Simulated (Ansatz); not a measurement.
Band structure of Ba2CuSeO2 (P4/mmm, 6 atoms in the cell).

```
Ba2CuSeO2
1.0
    4.05273     0.00000     0.00000
    0.00000     4.05273     0.00000
    0.00000     0.00000     7.56178
Ba Cu Se O
2 1 1 2
Direct
  0.50000   0.50000   0.74875
  0.50000   0.50000   0.25125
  0.00000   0.00000   0.50000
  0.00000   0.00000   0.00000
  0.00000   0.50000   0.50000
  0.50000   0.00000   0.50000
```

Method of the run: LDA (PW92), PAW files made with PBE (plane waves; Ansatz, a quantum-chemistry and plane-wave program).

Settings: basis.ecutwfc = 420 eV; kpoints.mp_grid.grid = 6 6 3; hamiltonian.xc = lda; hamiltonian.pseudopotentials = {kind: paw} (the program's default PAW files); scf.occupations.method = fermi_dirac; scf.occupations.width = 0.02 eV; kpoints.band_path.npoints = 8.

The starting cell comes from a database of computed structures (which also holds hypothetical and non-ambient phases and stackings), without a prior relaxation at this level. Spin polarisation is off; with an odd number of electrons in the cell that forces a metal, and a magnetic state may lie lower.

Levels in eV from the Fermi level, bands 31 to 38:
```csv
point,31,32,33,34,35,36,37,38
Γ,-1.44,-0.86,0.03,0.03,1.45,2.65,3.32,4.67
X,-0.87,-0.80,-0.79,-0.15,3.42,4.09,4.13,4.95
M,-0.74,-0.74,-0.74,1.70,3.97,4.02,4.23,6.06
Z,-1.36,-1.25,-0.12,-0.12,2.98,3.12,3.35,3.62
R,-0.85,-0.73,-0.39,-0.15,3.06,4.08,4.28,5.05
A,-0.74,-0.58,-0.58,1.70,1.84,4.33,5.36,5.36
```

Bands cross the Fermi level along this path, so the cell is metallic at this level.

Keys are those of Ansatz 0.2.
